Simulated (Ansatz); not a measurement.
The reference is CdO in the rock salt structure (space group Fm-3m, No. 225; a = 4.7683 Å).

Structures relaxed with PBE, PAW, 420 eV (Ansatz, a program for electronic structure; scalar-relativistic without spin-orbit coupling), earlier PAW set.

Base:

Simulated powder pattern, Cu Kα1, λ = 1.54056 Å (kinematic, ideal powder, no thermal factors, no anomalous dispersion; the 10 strongest lines at most, above 2 %, up to 2θ = 90°):

```tsv
2θ (°)	I/Imax (%)	hkl
32.50	100	(111)
37.70	90	(200)
54.38	58	(220)
64.79	41	(311)
68.06	19	(222)
80.51	8.5	(400)
89.52	18	(331)
```

Modification: F takes the place of O on all its sites; the structure is relaxed again.

After the change:

Simulated powder pattern, Cu Kα1, λ = 1.54056 Å (kinematic, ideal powder, no thermal factors, no anomalous dispersion; the 10 strongest lines at most, above 2 %, up to 2θ = 90°):

```tsv
2θ (°)	I/Imax (%)	hkl
29.84	97	(111)
34.59	100	(200)
49.72	67	(220)
59.08	42	(311)
61.98	22	(222)
72.97	9.8	(400)
80.77	18	(331)
83.33	27	(420)
```

The indices refer to each structure's own conventional cell; one index is shown for lines that coincide.

No phonon test of stability was made. As relaxed here, CdF is a hypothetical phase, not in the database extracts checked. All final runs are without spin polarisation. An odd electron count without spin: CdF.
